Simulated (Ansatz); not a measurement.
# Effect of isotropic strain +1.50 % on ZnCu

Consider ZnCu in the CsCl type structure (space group Pm-3m, No. 221; a = 2.908 Å; relaxed with 0.1 eV smearing).

Modification: every lattice vector is stretched by 1.50 %, atoms relaxed at fixed cell.

Calculations: PBEsol, PAW, 420 eV (Ansatz, an electronic-structure program; no SOC). k-mesh 20×20×20 (Γ-centred); smearing 0.1 eV (Fermi–Dirac).

- Volume per atom = 12.86 Å³ (base 12.30 Å³)
- Space group = Pm-3m (No. 221) (base Pm-3m (No. 221))
- Shortest interatomic distance = 2.557 Å (base 2.519 Å)
- Energy relative to the base (free energy F) = +10 meV/atom
- Pressure = -5.5 GPa (base 0.0 GPa)
- Band gap = zero (base zero)

Whether these cells are dynamically stable was not tested. All final runs are without spin polarisation.
